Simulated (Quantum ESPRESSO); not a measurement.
**Habitual settings against a tight run: LaIn3 (Pm-3m, 4 atoms in the cell)**

Self-consistent single point.

```
LaIn3
1.0
    4.87192     0.00000     0.00000
    0.00000     4.87192     0.00000
    0.00000     0.00000     4.87192
La In
1 3
Direct
  0.00000   0.00000   0.00000
  0.50000   0.00000   0.50000
  0.00000   0.50000   0.50000
  0.50000   0.50000   0.00000
```

Method: LDA (PZ), GBRV 1.5 ultrasoft (LDA) pseudopotentials (plane waves; Quantum ESPRESSO 7.5).

Base settings: ecutwfc = 40 Ry; ecutrho = 200 Ry; occupations = smearing; smearing = cold; degauss = 0.019992 Ry; potentials = {La: la_lda_v1.uspp.F.UPF, In: in_lda_v1.4.uspp.F.UPF}; K_POINTS = automatic 6 6 6 0 0 0; conv_thr = 1e-10 Ry.

Tight run (finer mesh or higher cutoff; not a proven limit): ecutwfc: 40 Ry → 56 Ry; ecutrho: 200 Ry → 280 Ry; conv_thr: 1e-10 Ry → 7.3e-11 Ry; K_POINTS: automatic 6 6 6 0 0 0 → automatic 9 9 9 0 0 0. It gave Fermi level (on the code's own zero) 9.99 eV; pressure -6.52 GPa.

Quick runs, as changes from the base:
- A: the base itself
- B: ecutwfc: 40 Ry → 20 Ry; ecutrho: 200 Ry → 100 Ry; K_POINTS: automatic 6 6 6 0 0 0 → automatic 8 8 8 0 0 0
- C: ecutwfc: 40 Ry → 20 Ry; ecutrho: 200 Ry → 100 Ry; smearing: cold → fd; K_POINTS: automatic 6 6 6 0 0 0 → automatic 4 4 4 0 0 0
- D: ecutwfc: 40 Ry → 32 Ry; ecutrho: 200 Ry → 160 Ry
- E: ecutwfc: 40 Ry → 20 Ry; ecutrho: 200 Ry → 100 Ry; K_POINTS: automatic 6 6 6 0 0 0 → automatic 2 2 2 1 1 1
- F: ecutwfc: 40 Ry → 24 Ry; ecutrho: 200 Ry → 120 Ry; smearing: cold → mp; conv_thr: 1e-10 Ry → 7.3e-06 Ry; K_POINTS: automatic 6 6 6 0 0 0 → automatic 1 1 1 0 0 0

Energies are extrapolated to zero smearing width, which holds to low order in the width alone (under cold and Methfessel-Paxton smearing the free energy itself is taken).

Dashes: pressure of F, not trusted under this conv_thr with d or f elements.

The count of work is k-points × plane waves × bands × iterations; it is no time. 

The starting cell comes from a database of computed structures (which also holds hypothetical and non-ambient phases and stackings), without a prior relaxation at this level. Its lattice was rescaled by a random factor within 2.5 % of one. In the base run, with a pressure of about -7 GPa the cell is away from its equilibrium volume at this level.

```
run  energy less tight (meV/atom)  pressure less tight (GPa)  count of work / tight
---  ----------------------------  -------------------------  ---------------------
A                            30.2                      -0.49                   0.35
B                          8542.2                    -220.86                   0.24
C                          8535.1                    -220.34                  0.062
D                            55.8                      -1.40                   0.25
E                          8281.6                    -220.81                 0.0066
F                          2820.4                          –                  0.012
```

Among the runs at the tight run's level, the energy misses run from 30.2 to 8542.2 meV/atom.
